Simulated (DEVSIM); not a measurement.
Structure: illuminated Si p-on-n cell, one wavelength, at 300 K.

Layer 1 from the left is Si, thickness (μm) 0.0650, Na (cm⁻³) 3.6e18, τn (s) 1.1e-8, τp (s) 7.7e-7, absorption coefficient (cm⁻¹) 330. Layer 2 from the left is Si, thickness (μm) 81.0, Nd (cm⁻³) 2.1e17, τn (s) 1e-6, τp (s) 1e-6, absorption coefficient (cm⁻¹) 330.

Left contact: ohmic, minority electron recombination velocity 300 cm/s. Right contact: ohmic, minority hole recombination velocity 4e6 cm/s. Voltage is applied to the left contact. Recombination: SRH at mid-gap, radiative, Auger. Light enters at the left, 1.1e16 photons cm⁻² s⁻¹, one pass, no reflection. Mobility is constant in doping.

Constants are typed, rounded textbook-type inputs, not results; the design itself was drawn at random and stands for no fabricated device. Values at 300 K.

Si: gap (eV) 1.124, affinity (eV) 4.05, permittivity 11.7, Nc (cm⁻³) 2.86e19, Nv (cm⁻³) 3.1e19, μn (cm²/Vs) 1417, μp (cm²/Vs) 470, B (cm³/s) 4.7e-15, Cn (cm⁶/s) 2.8e-31, Cp (cm⁶/s) 9.9e-32.

Simulated with DEVSIM: 1D drift-diffusion, Boltzmann statistics, complete ionisation; no tunnelling, impact ionisation, image-force lowering or self-heating.

Task: What does the simulation give for the share of generated pairs collected at short circuit, the open-circuit voltage, the fill factor?

Result: share of generated pairs collected at short circuit 0.554; open-circuit voltage 0.561 V; fill factor 0.81.
